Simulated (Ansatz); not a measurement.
Output of an Ansatz run (abridged):

```
WARN the atoms were moved onto the symmetric positions of the space group found under crystal.symmetry.tolerance 1.0e-5 (fractional …
WARN basis.ecutwfc = 420 eV, the default
WARN ansatz: RAYON_NUM_THREADS=1 ignored (pool sized by the plan → 1); use --threads N
Pseudopotentials: kind: paw
Pseudopotential: Mg, paw, valence charge 10
Pseudopotential: Hf, paw, valence charge 26
Crystal: 8 atoms, lattice volume = 180.138 Å³
Basis set: ecut = 420 eV, 3533 PW (Γ)
Bands: 58, of which v1, the nominal top of the filled ones, is band 48 counted from 1 (47 counted from 0)
Symmetry: 12 space group operations
Space group: P-6m2 (ITA 187), of the structure as read, at distance tolerance 5.6e-5 Å
k-points: 15 of 125 (time reversal used)
PAW frozen core: Mg, regenerated for the run's functional, and the local potential with it
PAW frozen core: Hf, regenerated for the run's functional, and the local potential with it
Initial density: superposition of atomic densities (neutral atoms: chi_scale 0, normalization atom), corrected by the library's trained network
Initial wavefunctions: pseudopotential atomic-orbital guess
Eigensolver: davidson
Functional: x = slater, c = lda
SCF iter   1: F=—  HF=-28787.184833 eV  |F-HF|=—  |Δ(HF+E_count)|=         —  Δρ=6.80e-3  dr2=7.59e-2  ethr=1.77e-3  ⟨swp⟩=7.5  Hψ=3299  notcnv=0
all-band conjugate gradients solve this SCF's bands
preconditioner: auto → Kerker (q_TF=auto, 2.457 Å⁻¹)
SCF iter   2: F=—  HF=-28787.150735 eV  |F-HF|=—  |Δ(HF+E_count)|=   3.41e-2  S|Δr|=    0.00e0  Δρ=2.57e-3  dr2=7.12e-3  ethr=7.91e-5  ⟨swp⟩=2.7  Hψ=1946  notcnv=0  defer=1
SCF iter   3: F=—  HF=-28787.149131 eV  |F-HF|=—  |Δ(HF+E_count)|=   1.60e-3  S|Δr|=    0.00e0  Δρ=9.42e-4  dr2=1.77e-3  ethr=7.41e-6  ⟨swp⟩=2.1  Hψ=1433  notcnv=0  defer=1
SCF iter   4: F=—  HF=-28787.148815 eV  |F-HF|=—  |Δ(HF+E_count)|=   3.16e-4  S|Δr|=    0.00e0  Δρ=5.53e-4  dr2=6.46e-4  ethr=1.85e-6  ⟨swp⟩=2.0  Hψ=1427  notcnv=0  defer=1
SCF iter   5: F=—  HF=-28787.148781 eV  |F-HF|=—  |Δ(HF+E_count)|=   3.36e-5  S|Δr|=    0.00e0  Δρ=1.17e-4  dr2=4.31e-5  ethr=6.73e-7  ⟨swp⟩=2.0  Hψ=963  notcnv=0  defer=1
SCF iter   6: F=—  HF=-28787.148749 eV  |F-HF|=—  |Δ(HF+E_count)|=   3.20e-5  S|Δr|=    0.00e0  Δρ=1.83e-5  dr2=9.69e-7  ethr=4.49e-8  ⟨swp⟩=2.0  Hψ=1103  notcnv=0  defer=1
SCF iter   7: F=-28787.148748 eV  HF=-28787.148748 eV  |F-HF|=4.95e-8  |Δ(HF+E_count)|=   1.02e-6  S|Δr|=    0.00e0  Δρ=7.11e-6  dr2=7.52e-8  ethr=1.04e-10  ⟨swp⟩=8.4  Hψ=4603  notcnv=0
SCF 1 converged in 7 iterations: F = -28787.148748 eV  dr2 = 7.52e-8
SCF converged after 7 iterations
Stability not checked (fill_not_monotonic)
Free energy (F): -28787.148748 eV
Harris-Foulkes:  -28787.148748 eV  (|F-HF|=4.95e-8)
Internal energy: -28787.145645 eV  (E = F + TS)
E sigma→0 (E₀):  -28787.147972 eV
Entropy (-TS):   -0.003103 eV (-0.388 meV/atom)
Fermi energy:    7.129689 eV
--- Per-component energies (eV) ---
  E_band       = -2671.511705
  E_kinetic    = 949.220683
  E_local      = -18143.216432  (includes V_loc(G=0)·N_el)
  E_nonlocal   = -557.569996
  E_hartree    = 7192.634979
  E_xc         = -493.745174
  E_vxc        = -521.645719  (∫ρ·V_xc dr)
  E_paw        = -8583.240462  (= ΣΔE_a)
  E_vpaw       = 1216.451017  (= ΣTr[D̂ρ^β])
  E_aug_tail   = 0.000002  (compensation charges beyond the density's cutoff)
  E_ewald      = -9154.739843
  E_core_change = 3.510598  (= ΣΔE_core)
  E_smearing   = -0.003103  (= −TS)
  E_closure    = -0.000000  (closes the sum)
  Σ components = -28787.148748   (vs F -28787.148748, Δ=0.00e0)
--- Forces (eV/Å), atoms counted from 1 ---
  atom   1  Mg     0.03672200     0.02120146     0.00000000
  atom   2  Mg    -0.00000000    -0.04240291     0.00000000
  atom   3  Mg    -0.03672200     0.02120146     0.00000000
  atom   4  Mg    -0.00000000    -0.15014063     0.00000000
  atom   5  Mg    -0.13002560     0.07507032     0.00000000
  atom   6  Mg     0.13002560     0.07507032     0.00000000
  atom   7  Mg     0.00000000     0.00000000     0.00000000
  atom   8  Hf    -0.00000000    -0.00000000     0.00000000
  max |Σ_I F_I| component: 2.66e-17 eV/Å
--- Stress (GPa, compression-positive) ---
       -2.516229      -0.000000      -0.000000
       -0.000000      -2.516229      -0.000000
       -0.000000      -0.000000      -3.301455
  P = ⅓ Tr σ = -2.7780 GPa (-27.780 kbar)
  The stress holds the Pulay correction. Without it, at fixed plane waves, as pw.x and ABINIT print it: P = -2.7838 GPa
--- Band table (eV; the first three rows and the last of 15) ---
  k-point 0: bands = ["-68.3341", "-67.7800", "-67.7785", "-67.7785", "-67.7178", "-67.7164", "-67.7164", "-55.1800", "-35.7625", "-35.7625", "-35.7585", "-35.2260", "-35.2260", "-35.2230", "-35.2169", "-35.2019", "-35.2019", "-35.1945", "-35.1887", [...]
  k-point 1: bands = ["-68.3341", "-67.7800", "-67.7785", "-67.7785", "-67.7178", "-67.7164", "-67.7164", "-55.1800", "-35.7625", "-35.7625", "-35.7585", "-35.2263", "-35.2263", "-35.2231", "-35.2168", "-35.2019", "-35.2019", "-35.1936", "-35.1887", [...]
  k-point 2: bands = ["-68.3341", "-67.7800", "-67.7785", "-67.7785", "-67.7178", "-67.7164", "-67.7164", "-55.1800", "-35.7625", "-35.7625", "-35.7585", "-35.2268", "-35.2268", "-35.2233", "-35.2167", "-35.2018", "-35.2018", "-35.1922", "-35.1888", [...]
  k-point 14: bands = ["-68.3341", "-67.7795", "-67.7790", "-67.7785", "-67.7173", "-67.7170", "-67.7164", "-55.1800", "-35.7624", "-35.7623", "-35.7585", "-35.2260", "-35.2228", "-35.2210", "-35.2151", "-35.2099", "-35.2032", "-35.1904", [...]
```

The structure:

```
CELL_PARAMETERS angstrom
      6.40817     0.00000     0.00000
     -3.20409     5.54964     0.00000
      0.00000     0.00000     5.06531
ATOMIC_POSITIONS crystal
  Mg 0.00219 0.50109 0.50000
  Mg 0.49890 0.99781 0.50000
  Mg 0.49890 0.50109 0.50000
  Mg 0.16361 0.32721 0.00000
  Mg 0.16361 0.83639 0.00000
  Mg 0.67279 0.83639 0.00000
  Mg 0.66667 0.33333 0.00000
  Hf 0.00000 0.00000 0.50000
```

Problem. Reconstruct the input of this run.

Solution. Other spellings and defaults could give the same log, and not every line can be read from it. The input that was run (DFT, LDA (PW92), plane waves, default PAW files made with PBE):

Ansatz 0.2 input:
```yaml
# HfMg7
crystal:
  lattice:
    - [6.408170, 0.000000, 0.000000]
    - [-3.204085, 5.549638, 0.000000]
    - [0.000000, 0.000000, 5.065310]
  atoms:
    - { symbol: Mg, position: [0.002190, 0.501095, 0.500000] }
    - { symbol: Mg, position: [0.498905, 0.997810, 0.500000] }
    - { symbol: Mg, position: [0.498905, 0.501095, 0.500000] }
    - { symbol: Mg, position: [0.163605, 0.327210, 0.000000] }
    - { symbol: Mg, position: [0.163605, 0.836395, 0.000000] }
    - { symbol: Mg, position: [0.672790, 0.836395, 0.000000] }
    - { symbol: Mg, position: [0.666667, 0.333333, 0.000000] }
    - { symbol: Hf, position: [0.000000, 0.000000, 0.500000] }
kpoints:
  mp_grid: { grid: [5, 5, 5] }
hamiltonian:
  xc: lda
  pseudopotentials: { kind: paw }
scf:
  occupations: { method: methfessel_paxton, width: 0.1 eV }
output:
  forces: true
  eigenvalues: true
  stress: true
```

The starting cell comes from a database of computed structures (which also holds hypothetical and non-ambient phases and stackings), without a prior relaxation at this level. Spin-orbit coupling is off. Ansatz's pressure includes its estimate of the finite-basis (Pulay) stress.

Ansatz is a first-principles code.
